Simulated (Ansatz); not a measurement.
fcc Cu (1 1 1) on zinc-blende CuI (1 1 1) (film strained to the substrate, started from cuts of the bulks and a machine-learned relaxation; slabs Cu4I4 and Cu15, which can lie off the formulas)

A periodic stack without vacuum, fcc Cu (1 1 1) on zinc-blende CuI (1 1 1) (film strained to the substrate, started from cuts of the bulks and a machine-learned relaxation; slabs Cu4I4 and Cu15, which can lie off the formulas): substrate slab Cu4I4, film Cu15, surface cells [[1, -1], [0, 1]] and [[1, -2], [1, 1]], film strained by -3.3 and -3.3 %, outermost planes I/Cu and Cu/Cu as cut, which need not be the usual terminations and can put a slab off its formula.

The start was prepared with a machine-learned potential, and the result is one local minimum, with the in-plane cell held and forces under 0.04 eV/Å; the film can end far from its bulk form.

These are PBE (plane waves to 420 eV, PAW; Ansatz, a first-principles code) values and carry that method's errors. No spin–orbit coupling; the runs are not spin-polarised; PBE gaps are too small against experiment. Its k-point mesh 8×8×1, Fermi–Dirac width 0.05 eV.

```
Quantity                                                                                    Value
--------------------------------------------------------------------------------  ---------------
interface area                                                                            16.0 Å²
period                                                                                    25.97 Å
heights between the nearest atoms of the two slabs at the two interfaces          1.73 and 2.40 Å
Cu–Cu contacts across the interfaces within 1.22 times the sum of covalent radii   4, mean 2.57 Å
Cu–I contacts across the interfaces within 1.22 times the sum of covalent radii    3, mean 2.80 Å
```

```xyz
23
Lattice="4.2990 -0.0003 0.0370 -2.1498 3.7229 0.0388 -0.4916 1.6435 25.9938" Properties=species:S:1:pos:R:3 pbc="T T T"
Cu     2.4716     1.4180     3.8910
Cu    -1.8561     3.8461     7.3598
Cu     0.2560     2.5500    10.8749
Cu     2.3653     1.2285    14.3110
I      2.4876     1.4104     1.2573
I     -1.8333     3.8851     4.7418
I      0.2861     2.5901     8.2527
I      2.3993     1.2926    11.7560
Cu     1.3534     4.4232    16.3780
Cu     1.3347     1.9491    16.3386
Cu    -0.8046     3.1852    16.0436
Cu     2.7683     1.9223    18.4429
Cu     0.6031     3.1454    18.4381
Cu    -1.5367     4.3773    18.4370
Cu     2.0313     3.1146    20.6096
Cu    -0.1180     4.3581    20.5784
Cu    -0.1187     1.8746    20.5535
Cu     1.2969     4.3313    22.7444
Cu     1.3010     1.8394    22.7091
Cu    -0.8435     3.0874    22.7062
Cu     2.7245     1.8085    24.8351
Cu     0.5672     3.0551    24.8357
Cu    -1.5755     4.3016    24.8367
```
